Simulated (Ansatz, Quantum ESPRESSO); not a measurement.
**Code comparison for Be (P6_3/mmc, 4 atoms in the cell)**

Zone-centre phonon calculation.

```
CELL_PARAMETERS angstrom
      2.31973     0.00000     0.00000
     -1.15986     2.00894     0.00000
      0.00000     0.00000     7.46374
ATOMIC_POSITIONS crystal
  Be 0.00000 0.00000 0.00000
  Be 0.00000 0.00000 0.50000
  Be 0.33333 0.66667 0.25000
  Be 0.66667 0.33333 0.75000
```

Shared settings, as Ansatz (an electronic-structure program) writes them: kpoints.mp_grid.grid = 16 16 5; scf.occupations.method = gaussian; scf.occupations.width = 0.136 eV. Potentials and cutoffs stand in the table.

| code | model | highest zone-centre frequency (cm⁻¹) | cutoff |
|---|---|---|---|
| Ansatz | PBE, default PAW files | 563 | default |
| Quantum ESPRESSO | PBE, PSlibrary PAW (PBE) pseudopotentials | 561 | 40 Ry |

The spread over the programs that give each value: highest zone-centre frequency within 2.0 cm⁻¹.

The starting cell was generated: these elements placed on a structure prototype, without a prior relaxation; it need not be a known phase or ordering of this composition. Its lattice was rescaled by a random factor within 2.5 % of one.

Keys are those of Ansatz 0.2.
